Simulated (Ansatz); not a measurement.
Density of states of Ir (Fm-3m) near the Fermi level, PBEsol, rigid bands in Ansatz (a first-principles code).

```csv
E − E_F (eV),states/eV/cell
-1.95,1.10
-1.85,1.15
-1.75,1.43
-1.65,1.25
-1.55,1.09
-1.45,0.98
-1.35,0.89
-1.25,0.87
-1.15,0.97
-1.05,0.92
-0.95,0.89
-0.85,0.86
-0.75,0.84
-0.65,0.83
-0.55,0.83
-0.45,0.83
-0.35,0.83
-0.25,0.84
-0.15,0.85
-0.05,0.87
0.05,0.90
0.15,0.93
0.25,0.98
0.35,1.04
0.45,1.14
0.55,1.34
0.65,1.50
0.75,1.52
0.85,1.53
0.95,1.42
1.05,1.15
1.15,0.96
1.25,0.79
1.35,0.68
1.45,0.62
1.55,0.37
1.65,0.26
1.75,0.26
1.85,0.26
```

Problem. With 1 atom a cell, what bare Sommerfeld coefficient γ = (π²/3) k_B² N(E_F) follows?

Solution. N(E_F) ≈ 0.88 states/eV a cell at 300 K, so γ ≈ 2.1 mJ/(mol of atoms·K²), before electron-phonon enhancement.

Problem. How far does the Fermi level move in a rigid band for 0.1 electron a cell added or removed?

Solution. 111 meV and -115 meV.

A metal at this level (no band gap); rigid bands, thermally averaged at 300 K, both spins. Spin-orbit coupling is left out, which matters with elements this heavy. Geometry: cell and atoms relaxed with PBEsol.
